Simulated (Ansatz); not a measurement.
## GaN: pressure series

The reference is GaN in the zinc blende structure (space group F-43m, No. 216; a = 4.498 Å).

Cell and atoms are relaxed at each pressure.

The values are results of r2SCAN in Ansatz (plane waves to 500 eV, PAW, no SOC), earlier PAW set, not measurements.

```
case              width of the top valence band  lattice parameter a  band gap   electron mass
----------------  -----------------------------  -------------------  --------  --------------
base                                    3.72 eV              4.498 Å   2.17 eV  0.17 mₑ (at Γ)
pressure −2 GPa                         3.67 eV              4.514 Å   2.10 eV  0.17 mₑ (at Γ)
pressure −1 GPa                         3.70 eV              4.506 Å   2.13 eV  0.17 mₑ (at Γ)
pressure 0.3 GPa                        3.73 eV              4.496 Å   2.18 eV  0.17 mₑ (at Γ)
pressure 0.7 GPa                        3.74 eV              4.493 Å   2.19 eV  0.17 mₑ (at Γ)
pressure 1.5 GPa                        3.76 eV              4.487 Å   2.22 eV  0.17 mₑ (at Γ)
pressure 3 GPa                          3.80 eV              4.476 Å   2.27 eV  0.18 mₑ (at Γ)
pressure 5 GPa                          3.85 eV              4.462 Å   2.33 eV  0.18 mₑ (at Γ)
pressure 7.5 GPa                        3.90 eV              4.445 Å   2.41 eV  0.19 mₑ (at Γ)
pressure 10 GPa                         3.96 eV              4.429 Å   2.48 eV  0.19 mₑ (at Γ)
```

Load acts through the strain it causes; cell and atoms are relaxed under it. Masses are band curvatures over ±0.01 Å⁻¹ around the edge. Stability against distortions was not tested. Tetrahedral semiconductors of this kind turn to denser phases somewhere between about 1 and 50 GPa; those were not computed, so compressed cells here can lie past the real transition. This is not the structure that GaN has at room temperature and ambient pressure.

Ansatz is a first-principles code.
